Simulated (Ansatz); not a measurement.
LaBr3 (P6₃/m, No. 176) was calculated with PBE0 (plane waves, PAW; Ansatz, a program for electronic structure).

Run with plane-wave cutoff 500 eV, 4×4×6 k mesh (along the axes of the cell as run), gaussian smearing 0.02 eV, scalar-relativistic PAW data made under PBE.

Cell (relaxed with r²SCAN):

```xyz
8
Lattice="8.0748 0.0000 0.0000 -4.0374 6.9930 0.0000 0.0000 0.0000 4.5119" Properties=species:S:1:pos:R:3 pbc="T T T"
La     4.0374     2.3310     3.3839
La     0.0000     4.6620     1.1280
Br     2.1197     4.8897     3.3839
Br     1.9177     2.1033     1.1280
Br     4.9001     4.2806     1.1280
Br    -0.8626     2.7125     3.3839
Br    -1.2570     6.3839     3.3839
Br     5.2945     0.6092     1.1280
```

**Question.** Estimate the band gap that the calculation returns.

**Answer.** 
- band gap: 5.36 eV (on the SCF k mesh)

Measured, for comparison: band gap 5.9 eV (temperature not stated, no zero-point or thermal correction, literature value; as tabulated in Przystupa et al. (2023), doi:10.3390/ma16145085).

Note: cell and atoms aren't relaxed at this level (largest force component 0.06 eV/Å, pressure -0.3 GPa).

Spin–orbit coupling is not included.

The computed numbers hold no vibrational or temperature effects.

It cost about 18 core-minutes (a rough figure) of CPU time.
